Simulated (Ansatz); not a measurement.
For TaAg (model structure, Pmma, No. 51, 4 atoms in the cell), LDA (Ansatz, a quantum-chemistry and plane-wave program, PAW) gives:

```
Quantity                Value
---------------  ------------
bulk modulus          191 GPa
cohesive energy  6.31 eV/atom
```

What does PBE in Ansatz (PAW) give for the same quantities?


- bulk modulus: 153 GPa (decreases by 20 %)
- cohesive energy: 4.97 eV/atom (shrinks by 1.34 eV/atom)

Changes are worked out from the printed values.

Unless a cell is named, each level is at its own relaxed cell (LDA 16.44, PBE 17.67 Å³/atom).

Levels without +SOC leave out spin–orbit coupling, which shifts energies and cells of such heavy elements.

Caveats: the bulk modulus is −V dP/dV from two relaxed cells at ±2 % in volume (LDA, PBE). Ansatz's density-functional and Hartree–Fock values are scalar-relativistic unless marked +SOC, with PAW data made under PBE.

A model structure was made by putting elements into a prototype or built by hand; it is no filed structure, need not be a known phase, and can be a saddle point held by its symmetry.
